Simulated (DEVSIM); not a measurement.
System: Schottky contact on n-type Si, at 300 K.

```tsv
layer (left to right)	material	thickness (μm)	Nd (cm⁻³)	τn (s)	τp (s)
1	Si	4.10	3.2e15	8e-6	8e-6
```

Left contact: Schottky, work function 4.67 eV, emission velocity 3.6e6 cm/s. Right contact: ohmic. Voltage is applied to the left contact. Recombination: SRH at mid-gap, Auger. Gap narrowing is on: ΔEg = 6.92 meV × (l + √(l² + 0.5)), l = ln(N/1.3e17 cm⁻³), shared equally by both band edges. Mobility is μmin + (μ − μmin)/(1 + (N/Nref)^α).

This is a model device: material constants are rounded textbook-type values typed into the input, and sizes, dopings and lifetimes were drawn at random. Values at 300 K; Nc and Nv go as T^1.5, mobilities as T to minus their exponent, the gap by Varshni's rule with the affinity fixed.

| parameter | Si |
|---|---|
| gap (eV) | 1.124 |
| affinity (eV) | 4.05 |
| permittivity | 11.7 |
| Nc (cm⁻³) | 2.86e19 |
| Nv (cm⁻³) | 3.1e19 |
| μn (cm²/Vs) | 1417 |
| μp (cm²/Vs) | 470 |
| μn,min | 52 |
| μp,min | 45 |
| Nref,n | 9.7e16 |
| Nref,p | 2.2e17 |
| αn | 0.68 |
| αp | 0.72 |
| T exponent of μn | 2.3 |
| T exponent of μp | 2.2 |
| Cn (cm⁶/s) | 2.8e-31 |
| Cp (cm⁶/s) | 9.9e-32 |
| Varshni α (eV/K) | 0.000473 |
| Varshni β (K) | 636 |

Simulated with DEVSIM: 1D drift-diffusion, Boltzmann statistics, complete ionisation; no tunnelling, impact ionisation, image-force lowering or self-heating. Metal contacts follow the ideal Schottky-Mott rule: no Fermi-level pinning, no interface dipoles.

The temperature was swept, all else fixed.

```csv
temperature (K),largest field in the device at zero bias (V/cm),dark forward voltage at 100 A/cm² (V),potential step across the device at zero bias (V)
250,20000,0.416,0.430
300,19000,0.383,0.385
350,17000,0.353,0.338
400,16000,0.331,0.291
450,14000,0.311,0.243
500,13000,0.285,0.195
```

From the first row to the last the largest field in the device at zero bias goes from 20000 to 13000. From the first row to the last the dark forward voltage at 100 A/cm² goes from 0.416 to 0.285.
